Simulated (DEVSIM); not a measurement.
# Si p-i-n diode

Device: Si p-i-n diode, at 350 K.

```tsv
layer (left to right)	material	thickness (μm)	Nd (cm⁻³)	Na (cm⁻³)	τn (s)	τp (s)
1	Si	0.640	-	1.9e17	7.1e-5	7.1e-5
2	Si	0.310	5.1e11	-	7.1e-5	7.1e-5
3	Si	1.40	1e17	-	7.1e-5	7.1e-5
```

Left contact: ohmic. Right contact: ohmic. Voltage is applied to the left contact. Recombination: SRH at mid-gap. Mobility is constant in doping.

This is a model device: material constants are rounded textbook-type values typed into the input, and sizes, dopings and lifetimes were drawn at random. Values at 300 K; Nc and Nv go as T^1.5, mobilities as T to minus their exponent, the gap by Varshni's rule with the affinity fixed.

| parameter | Si |
|---|---|
| gap (eV) | 1.124 |
| affinity (eV) | 4.05 |
| permittivity | 11.7 |
| Nc (cm⁻³) | 2.86e19 |
| Nv (cm⁻³) | 3.1e19 |
| μn (cm²/Vs) | 1417 |
| μp (cm²/Vs) | 470 |
| T exponent of μn | 2.3 |
| T exponent of μp | 2.2 |
| Varshni α (eV/K) | 0.000473 |
| Varshni β (K) | 636 |

Simulated with DEVSIM: 1D drift-diffusion, Boltzmann statistics, complete ionisation; no tunnelling, impact ionisation, image-force lowering or self-heating.

The potential step across the device at zero bias comes out as 0.773 V. The dark forward voltage at 1 A/cm² comes out as 0.496 V. The dark forward voltage at 100 A/cm² comes out as 0.636 V.

Dark forward current:

(V (V), J (A/cm²)): (0.05, 3.2e-7); (0.10, 2.0e-6); (0.15, 1.1e-5); (0.20, 5.6e-5); (0.25, 0.00029); (0.30, 0.0015); (0.35, 0.0080); (0.40, 0.042); (0.45, 0.22); (0.50, 1.2); (0.55, 6.0); (0.60, 31); (0.65, 150); (0.70, 680); (0.75, 2300)

Dark reverse current:

```csv
V (V),J (A/cm²)
-0.04,-5.5e-8
-0.10,-7.4e-8
-0.20,-7.8e-8
-0.30,-7.9e-8
-0.40,-8.0e-8
-0.60,-8.1e-8
-0.80,-8.3e-8
-1.00,-8.4e-8
-1.30,-8.5e-8
-1.60,-8.6e-8
-2.00,-8.7e-8
```
